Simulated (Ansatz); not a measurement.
Results of rVV10 (Ansatz, a program for electronic structure, PAW) for fluorite AuAl2.

Settings: plane-wave cutoff 520 eV, 16×16×16 k mesh, Fermi–Dirac smearing 0.05 eV, scalar-relativistic PAW data made under PBE.

Energies at three volumes about the minimum:

| V (Å³/atom) | E − E_lowest (meV/atom) |
|---|---|
| 18.540 | 2.42 |
| 18.918 | 0.00 |
| 19.296 | 2.20 |

**Question.** Fit a parabola by hand: where is the minimum, what lattice constant follows, and what is the bulk modulus?

**Answer.** Slopes: (0.00 − 2.42)/(18.918 − 18.540) = -6.402 and (2.20 − 0.00)/(19.296 − 18.918) = 5.820 meV/Å³. Curvature E″ = 2 × (5.820 − (-6.402))/(19.296 − 18.540) = 32.333 meV/Å⁶. From the middle of the first interval, the slope vanishes at V0 = 18.7290 − (-6.402)/32.333 = 18.927 Å³/atom. B = V0 E″ = 18.927 × 32.333 meV/Å³ × 0.1602 GPa per meV/Å³ = 98.0 GPa. With 12 atoms in the cube, a = (12 × 18.927)^(1/3) = 6.101 Å. The full Birch–Murnaghan fit to all volumes gives V0 = 18.919 Å³/atom and B0 = 97.4 GPa.
